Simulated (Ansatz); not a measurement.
Start from BN in the zinc blende structure (space group F-43m, No. 216; a = 3.625 Å).

Now apply this change: every lattice vector is stretched by 2.54 %; the atoms relax in the strained cell.

Levels (all Ansatz, a first-principles code, PAW): PBE (420 eV, no spin-orbit coupling); r2SCAN (500 eV, no spin-orbit coupling).

The geometry is relaxed with PBE.

| Quantity | Result |
|---|---|
| PBE smallest direct gap | 8.43 eV |
| PBE lowest conduction level above the VBM at special points | X 4.38 eV; K 6.66 eV; U 6.66 eV; Γ 8.43 eV |
| PBE electron mass | 0.95 mₑ along k, 0.31 mₑ across (at X) |
| PBE pressure | -24.30 GPa |

With r2SCAN at the same geometry, the smallest direct gap goes up by 0.71 eV, from 8.43 eV to 9.14 eV; the lowest conduction level above the VBM at special points goes from X 4.38 eV; K 6.66 eV; U 6.66 eV; Γ 8.43 eV to X 4.88 eV; K 7.24 eV; U 7.24 eV; Γ 9.15 eV; the electron mass goes from 0.95 mₑ along k, 0.31 mₑ across (at X) to 0.91 mₑ along k, 0.30 mₑ across (at X); the pressure falls by 4.942 GPa, from -24.30 GPa to -29.25 GPa.

Single points use the geometry relaxed with PBE. Their cutoffs differ, which shifts pressures a little. Masses are band curvatures over ±0.01 Å⁻¹ around the edge. Along k means along the line from Γ to the band edge. Stability against distortions was not tested.
